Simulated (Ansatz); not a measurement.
Consider the following.

```xyz
3
Lattice="4.5345 0.0000 0.0000 -2.2673 3.9270 0.0000 0.0000 0.0000 5.1373" Properties=species:S:1:pos:R:3 pbc="T T T"
Se     0.9763     0.0000     4.2810
Se    -0.4881     0.8455     0.8562
Se     1.7791     3.0816     2.5686
```

No spin polarisation.

Method: Kohn–Sham DFT with the PBE functional, run in Ansatz (a quantum-chemistry and plane-wave program) with PAW and 420 eV plane waves, scalar-relativistic without spin-orbit coupling. Γ-centred 8×8×7 mesh, Fermi–Dirac width 0.05 eV.

**Question.** Predict the electron mass and stress.

**Answer.** 
- Electron mass = 0.15 mₑ along z, 0.35 mₑ across (at H)
- Stress (xx, yy, zz, yz, xz, xy; compression positive) = (-0.17, -0.17, -1.32, 0.00, 0.00, 0.00) GPa

The levels and masses belong to the bands next to the band gap. The cells carry an imposed strain or load. Masses are band curvatures over ±0.01 Å⁻¹ around the edge. Stability against distortions was not tested. The cell was made from Se (space group P3_121, No. 152; made of chains) by this change: uniaxial strain ε_zz = +1.90 %. No dispersion term is included, though the crystal is made of layers, chains or molecules, so its spacings can come out too wide.
